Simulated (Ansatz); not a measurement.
## Na: response to strain

The parent structure is Na in the bcc (W type) structure (space group Im-3m, No. 229; a = 4.226 Å; relaxed with 0.1 eV smearing). Axes: x, y, z lie along the cube axes.

Strains are applied to the cell and any free atomic positions relax; under biaxial strain the out-of-plane vector relaxes too; under stress the whole cell relaxes.

Method: r2SCAN, PAW, 500 eV (Ansatz, a program for electronic structure; no spin-orbit coupling), earlier PAW set.

Candidates:
(a) uniaxial strain ε_yy = +1.48 %
(b) biaxial strain −4.19 %, plane normal [110], relaxed out of plane
(c) uniaxial strain ε_yy = +3.46 %
(d) uniaxial stress, 1 GPa compression along z

Notes on the quantities. energy relative to the base: free energy F.

Question: Order them by energy relative to the base, highest first.

Answer: (d) uniaxial stress, 1 GPa compression along z (+12 meV/atom), (b) biaxial strain −4.19 %, plane normal [110], relaxed out of plane (+7.5 meV/atom), (c) uniaxial strain ε_yy = +3.46 % (+1.1 meV/atom), (a) uniaxial strain ε_yy = +1.48 % (+0.2 meV/atom)

Beyond what the load breaks, stability against distortions was not tested.
